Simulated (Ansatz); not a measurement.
A self-consistent single point of CrB4 (Imm2, 5 atoms in the cell) with Ansatz (a program for electronic structure).

Method: PBEsol, default PAW files made with PBE (plane waves; Ansatz).

The change in words: lattice scaled by 0.98; basis.ecutrho_ratio: default → 6. Reference geometry:
```
CrB4
1.0
   -1.42058     2.35917     2.72173
    1.42058    -2.35917     2.72173
    1.42058     2.35917    -2.72173
Cr B
1 4
Direct
  0.00919   0.00919   0.00000
  0.53800   0.34213   0.19587
  0.46200   0.65787   0.80413
  0.14626   0.34213   0.80413
  0.85374   0.65787   0.19587
```

Reference input (self-consistent single point, DFT, PBEsol, plane waves, default PAW files made with PBE): basis.ecutwfc = 420 eV; kpoints.mp_grid.grid = 10 10 10; hamiltonian.xc = pbesol; hamiltonian.pseudopotentials = {kind: paw} (the program's default PAW files); scf.occupations.method = gaussian; scf.occupations.width = 0.1 eV. This run's input differs from it in these lines:

Ansatz 0.2 input:
```diff
@@ -3,5 +3,5 @@
   lattice:
-    - [-1.420580, 2.359171, 2.721730]
-    - [1.420580, -2.359171, 2.721730]
-    - [1.420580, 2.359171, -2.721730]
+    - [-1.392168, 2.311988, 2.667295]
+    - [1.392168, -2.311988, 2.667295]
+    - [1.392168, 2.311988, -2.667295]
   atoms:
@@ -14,2 +14,3 @@
   ecutwfc: 420.0
+  ecutrho_ratio: 6
 kpoints:
```

Output, abridged:

```
SCF iter   1: F=—  HF=-3961.458934 eV  |F-HF|=—  |Δ(HF+E_count)|=         —  Δρ=1.65e-2  dr2=1.16e-1  ethr=1.77e-3  ⟨swp⟩=5.8  Hψ=15185  notcnv=0
all-band conjugate gradients solve this SCF's bands
preconditioner: auto → Kerker (q_TF=auto, 2.605 Å⁻¹)
SCF iter   2: F=—  HF=-3961.445425 eV  |F-HF|=—  |Δ(HF+E_count)|=   1.35e-2  Δρ=8.99e-3  dr2=3.78e-2  ethr=4.48e-4  ⟨swp⟩=1.0  Hψ=4446  notcnv=0
SCF iter   3: F=—  HF=-3961.438837 eV  |F-HF|=—  |Δ(HF+E_count)|=   6.59e-3  Δρ=1.15e-3  dr2=6.39e-4  ethr=1.45e-4  ⟨swp⟩=1.2  Hψ=3148  notcnv=0
SCF iter   4: F=—  HF=-3961.438799 eV  |F-HF|=—  |Δ(HF+E_count)|=   3.84e-5  Δρ=3.69e-4  dr2=5.00e-5  ethr=2.46e-6  ⟨swp⟩=2.2  Hψ=4178  notcnv=0
SCF iter   5: F=—  HF=-3961.438785 eV  |F-HF|=—  |Δ(HF+E_count)|=   1.36e-5  Δρ=1.13e-4  dr2=4.53e-6  ethr=1.92e-7  ⟨swp⟩=2.2  Hψ=3833  notcnv=0  defer=1
SCF iter   6: F=—  HF=-3961.438785 eV  |F-HF|=—  |Δ(HF+E_count)|=   8.77e-8  Δρ=2.67e-5  dr2=3.78e-7  ethr=1.74e-8  ⟨swp⟩=2.6  Hψ=4645  notcnv=0  defer=1
SCF iter   7: F=-3961.438785 eV  HF=-3961.438785 eV  |F-HF|=1.82e-8  |Δ(HF+E_count)|=   4.43e-8  Δρ=6.90e-6  dr2=2.93e-8  ethr=3.85e-10  ⟨swp⟩=7.6  Hψ=12735  notcnv=0
SCF 1 converged in 7 iterations: F = -3961.438785 eV  dr2 = 2.93e-8
Free energy (F): -3961.438785 eV
Internal energy: -3961.436651 eV  (E = F + TS)
E sigma→0 (E₀):  -3961.437718 eV
Entropy (-TS):   -0.002134 eV (-0.427 meV/atom)
Fermi energy:    14.966259 eV
--- Forces (eV/Å), atoms counted from 1 ---
  atom   1  Cr    -0.00000000     0.00000000    -1.51421288
  atom   2  B      0.00000000     0.15589997     0.44302502
  atom   3  B     -0.00000000     0.19491522     0.31409499
  atom   4  B      0.00000000    -0.15589997     0.44302502
  atom   5  B      0.00000000    -0.19491522     0.31409499
--- Stress (GPa, compression-positive) ---
       14.508157      -0.000000       0.000000
       -0.000000      16.752885      -0.000000
        0.000000      -0.000000      29.853671
  P = ⅓ Tr σ = 20.3716 GPa (203.716 kbar)
  The stress holds the Pulay correction. Without it, at fixed plane waves, as pw.x and ABINIT print it: P = 20.0406 GPa
```

The run converged in 7 iterations. Against the reference run the free energy goes up by 26.2 meV/atom, the pressure goes from 0.14 to 20.37 GPa and the largest force goes from 1.255 to 1.514 eV/Å.

The starting cell comes from a database of computed structures (which also holds hypothetical and non-ambient phases and stackings), without a prior relaxation at this level. Its lattice was rescaled by up to half a per cent. One atom was moved a little off its site on purpose. For this run, on top of that: lattice scaled by 0.98. Spin polarisation is off. Forces in this geometry exceed 1 eV/Å. Ansatz's pressure includes its estimate of the finite-basis (Pulay) stress.
